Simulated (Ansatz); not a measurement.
A stack in vacuum: 2 layers of ZrO2-1T, started at antiparallel, no shift (facing O atop O, which symmetry holds and which is mostly a maximum against sliding).

Level of theory: PBE+D3(BJ) (plane waves to 420 eV, PAW; Ansatz, an electronic-structure program). Scalar-relativistic, without spin–orbit coupling; PBE gaps are too small against experiment. Its k-point mesh 12×12×1, Fermi–Dirac width 0.01 eV. A dipole correction is on.

Task: Predict its spacing, binding and gap.

Result: 
| Property | Result |
|---|---|
| gap between facing atomic planes | 3.18 Å |
| step of the vacuum level across the stack (top less bottom) | 0.00 eV |
| interaction energy of the frozen layers | -14.9 meV/Å² |
| interaction energy without the D3 term at this geometry | +3.1 meV/Å² |
| PBE gap over the mesh and listed points off it | 4.26 eV, indirect (lowest direct gap 4.58 eV) |
| valence and conduction edges under the vacuum level of the lower face | 7.74 and 3.48 eV |
